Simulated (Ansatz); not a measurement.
# Ansatz run on K₂Pd (P4/mmm, 3 atoms in the cell): self-consistent single point

Computed with LDA (PW92), default PAW files made with PBE (plane waves; Ansatz, a program for electronic structure).

This input was run:

Ansatz 0.2 input:
```yaml
# K2Pd
crystal:
  lattice:
    - [5.684091, 0.000000, 0.000000]
    - [0.000000, 5.684091, 0.000000]
    - [0.000000, 0.000000, 3.676316]
  atoms:
    - { symbol: K, position: [0.000000, 0.500000, 0.500000] }
    - { symbol: K, position: [0.500000, 0.000000, 0.500000] }
    - { symbol: Pd, position: [0.000000, 0.000000, 0.000000] }
basis:
  ecutwfc: 420.0
kpoints:
  mp_grid:
    grid: [6, 6, 9]
hamiltonian:
  xc: lda
  pseudopotentials:
    kind: paw
scf:
  occupations:
    method: fermi_dirac
    width: 0.1
output:
  forces: true
  eigenvalues: true
  stress: true
```

Log, with long lists cut:

```
WARN ansatz: RAYON_NUM_THREADS=1 ignored (pool sized by the plan → 1); use --threads N
Pseudopotentials: kind: paw
Pseudopotential: K, paw, valence charge 9
Pseudopotential: Pd, paw, valence charge 18
Crystal: 3 atoms, lattice volume = 118.778 Å³
Basis set: ecut = 420 eV, 2329 PW (Γ)
Bands: 22, of which v1, the nominal top of the filled ones, is band 18 counted from 1 (17 counted from 0)
Symmetry: 16 space group operations
Space group: P4/mmm (ITA 123), of the structure as read, at distance tolerance 4.9e-5 Å
k-points: 50 of 324
PAW frozen core: K, regenerated for the run's functional, and the local potential with it
PAW frozen core: Pd, regenerated for the run's functional, and the local potential with it
Initial density: superposition of atomic densities (neutral atoms: chi_scale 0, normalization atom), corrected by the library's trained network
Initial wavefunctions: pseudopotential atomic-orbital guess
Eigensolver: davidson
Functional: x = slater, c = lda
SCF iter   1: F=—  HF=-9836.363273 eV  |F-HF|=—  |Δ(HF+E_count)|=         —  Δρ=7.42e-3  dr2=7.57e-2  ethr=1.77e-3  ⟨swp⟩=5.8  Hψ=5042  notcnv=0
all-band conjugate gradients solve this SCF's bands
preconditioner: auto → LDOS
SCF iter   2: F=—  HF=-9836.375695 eV  |F-HF|=—  |Δ(HF+E_count)|=   1.24e-2  Δρ=9.82e-3  dr2=1.37e-1  ethr=2.10e-4  ⟨swp⟩=2.0  Hψ=2530  notcnv=0
SCF iter   3: F=—  HF=-9836.353001 eV  |F-HF|=—  |Δ(HF+E_count)|=   2.27e-2  Δρ=1.86e-3  dr2=4.68e-3  ethr=2.10e-4  ⟨swp⟩=2.0  Hψ=1378  notcnv=0
SCF iter   4: F=—  HF=-9836.352359 eV  |F-HF|=—  |Δ(HF+E_count)|=   6.42e-4  Δρ=1.67e-4  dr2=7.47e-5  ethr=1.30e-5  ⟨swp⟩=2.0  Hψ=1467  notcnv=0
SCF iter   5: F=—  HF=-9836.352382 eV  |F-HF|=—  |Δ(HF+E_count)|=   2.23e-5  Δρ=6.33e-5  dr2=1.12e-5  ethr=2.08e-7  ⟨swp⟩=2.6  Hψ=1813  notcnv=0
SCF iter   6: F=—  HF=-9836.352381 eV  |F-HF|=—  |Δ(HF+E_count)|=   4.51e-7  Δρ=2.00e-5  dr2=9.57e-7  ethr=3.12e-8  ⟨swp⟩=2.2  Hψ=1645  notcnv=0
SCF iter   7: F=-9836.352381 eV  HF=-9836.352381 eV  |F-HF|=2.08e-8  |Δ(HF+E_count)|=   1.29e-7  Δρ=6.61e-6  dr2=3.61e-8  ethr=2.78e-10  ⟨swp⟩=2.9  Hψ=4365  notcnv=0
SCF 1 converged in 7 iterations: F = -9836.352381 eV  dr2 = 3.61e-8
SCF converged after 7 iterations
Free energy (F): -9836.352381 eV
Harris-Foulkes:  -9836.352381 eV  (|F-HF|=2.08e-8)
Internal energy: -9836.304183 eV  (E = F + TS)
E sigma→0 (E₀):  -9836.328282 eV
Entropy (-TS):   -0.048198 eV (-16.066 meV/atom)
Fermi energy:    4.558029 eV
--- Per-component energies (eV) ---
  E_band       = -610.182402
  E_kinetic    = 1022.961506
  E_local      = -5020.155924  (includes V_loc(G=0)·N_el)
  E_nonlocal   = 256.110131
  E_hartree    = 2031.129533
  E_xc         = -430.498877
  E_vxc        = -534.299409  (∫ρ·V_xc dr)
  E_paw        = -5110.530612  (= ΣΔE_a)
  E_vpaw       = -397.047049  (= ΣTr[D̂ρ^β])
  E_aug_tail   = 0.000195  (compensation charges beyond the density's cutoff)
  E_ewald      = -2586.515869
  E_core_change = 1.195734  (= ΣΔE_core)
  E_smearing   = -0.048198  (= −TS)
  E_closure    = -0.000000  (closes the sum)
  Σ components = -9836.352381   (vs F -9836.352381, Δ=0.00e0)
--- Forces (eV/Å), atoms counted from 1 ---
  atom   1  K      0.00000000    -0.00000000     0.00000000
   [... zero for the other atoms too ...]
  max |Σ_I F_I| component: 2.04e-29 eV/Å
--- Stress (GPa, compression-positive) ---
       -1.858491       0.000000       0.000000
        0.000000      -1.858491       0.000000
        0.000000       0.000000      -2.474305
  P = ⅓ Tr σ = -2.0638 GPa (-20.638 kbar)
  The stress holds the Pulay correction. Without it, at fixed plane waves, as pw.x and ABINIT print it: P = -2.0685 GPa
--- Band table (eV; the first three rows and the last of 50) ---
  k-point 0: bands = ["-78.3085", "-44.1386", "-44.1251", "-44.1251", "-26.3655", "-26.3427", "-10.1747", "-10.1747", "-9.9416", "-9.9416", "-9.9121", "-9.8842", "1.6015", "2.6705", "2.8975", "3.0082", "3.3230", "3.3230", "5.4950", "6.9138", [...]
  k-point 1: bands = ["-78.3084", "-44.1394", "-44.1250", "-44.1250", "-26.3617", "-26.3391", "-10.1691", "-10.1691", "-9.9589", "-9.9371", "-9.9371", "-9.9272", "1.7788", "2.7495", "2.9315", "3.0282", "3.2829", "3.2829", "5.5987", "6.8984", [...]
  k-point 2: bands = ["-78.3084", "-44.1413", "-44.1249", "-44.1249", "-26.3522", "-26.3300", "-10.1547", "-10.1547", "-10.0748", "-10.0341", "-9.9256", "-9.9256", "2.2844", "2.9619", "3.0120", "3.0795", "3.1856", "3.1856", "5.9148", "6.8418", [...]
  k-point 49: bands = ["-78.3083", "-44.1449", "-44.1246", "-44.1246", "-26.3235", "-26.3235", "-10.2502", "-10.2502", "-10.1934", "-10.0254", "-10.0136", "-9.8354", "2.7874", "2.7874", "3.0230", "3.0466", "3.1541", "4.8307", "6.4676", "6.9730", [...]
```

The run converged in 7 iterations.

The starting cell comes from a database of computed structures (which also holds hypothetical and non-ambient phases and stackings), without a prior relaxation at this level. Its lattice was rescaled by up to half a per cent. Spin polarisation is off. Ansatz's pressure includes its estimate of the finite-basis (Pulay) stress.
